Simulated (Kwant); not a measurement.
Device: wire with a side stub in a InSb two-dimensional gas. Effective mass 0.014 mₑ, grid spacing 8.3 nm, hard walls, nominal width 200 nm (25 grid rows, so walls 215.8 nm apart), one parabolic valley, scattering region 600 nm long along x; energies count from the band bottom; Fermi energy swept from 0.00053719 to 0.0063791 eV. Closed stub on one side, 150 nm wide and 150 nm deep.

The device is made up for the run: typed textbook-type constants, with dimensions and the other settings drawn at random.

Model: effective-mass tight-binding model on a square grid, one spin, coherent transport at 0 K (Kwant). Conductance is in e²/h.

**Question.** How many channels do the leads carry at E = 3.92, 5.99 meV?

**Answer.** The hard-wall thresholds are n² ħ²π²/(2mW²) = n² × 0.577 meV with W = 215.8 nm. √(3.92/0.577) = 2.61, so 2. √(5.99/0.577) = 3.22, so 3.
